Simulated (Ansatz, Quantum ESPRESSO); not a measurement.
# Code comparison for MgInCu4 (F-43m, 6 atoms in the cell)

Self-consistent single point.

```xyz
6
Lattice="0.0000 3.5124 3.5124 3.5124 0.0000 3.5124 3.5124 3.5124 0.0000" Properties=species:S:1:pos:R:3 pbc="T T T"
Mg     0.0000     0.0000     0.0000
In     1.7562     1.7562     1.7562
Cu     2.6327     4.3921     2.6327
Cu     4.3921     4.3921     4.3921
Cu     4.3921     2.6327     2.6327
Cu     2.6327     2.6327     4.3921
```

All programs got the same cell, k-point mesh and kind of occupations (in Ansatz's words: kpoints.mp_grid.grid = 9 9 9; scf.occupations.method = gaussian; scf.occupations.width = 0.0073 Ry); potentials, basis and cutoffs are each program's usual ones.

```
code                                                             model  pressure (GPa)  largest force (eV/Å)   cutoff
----------------  ----------------------------------------------------  --------------  --------------------  -------
Ansatz                                 PBEsol, PAW files made with PBE           -3.26                 0.006  default
Quantum ESPRESSO  PBEsol, GBRV 1.5 ultrasoft (PBESOL) pseudopotentials           -3.84                 0.006    50 Ry
```

The spread over the programs that give each value: pressure within 0.58 GPa; largest force within 0.000 eV/Å.

The starting cell comes from a database of computed structures (which also holds hypothetical and non-ambient phases and stackings), without a prior relaxation at this level. Its lattice was rescaled by a random factor within 2.5 % of one. On Ansatz's run: Spin polarisation is off. With a pressure of about -3 GPa the cell is away from its equilibrium volume at this level.

### Question
Why do the programs differ, and what cannot be compared?

### Answer
Differences of this kind can come from the potentials, where these differ, and from what each basis and cutoff leave unconverged. The zero of total energies and Fermi levels follows the potentials and each program's conventions, so they are not compared here. Ansatz's pressure is given at a fixed set of plane waves, as the other plane-wave codes print theirs; with its correction for the finite basis it is -3.19 GPa. Ansatz's smearing width was typed in Ry to four decimals, so it matches the others to a few per cent.

Ansatz is an electronic-structure program.

Keys are those of Ansatz 0.2.
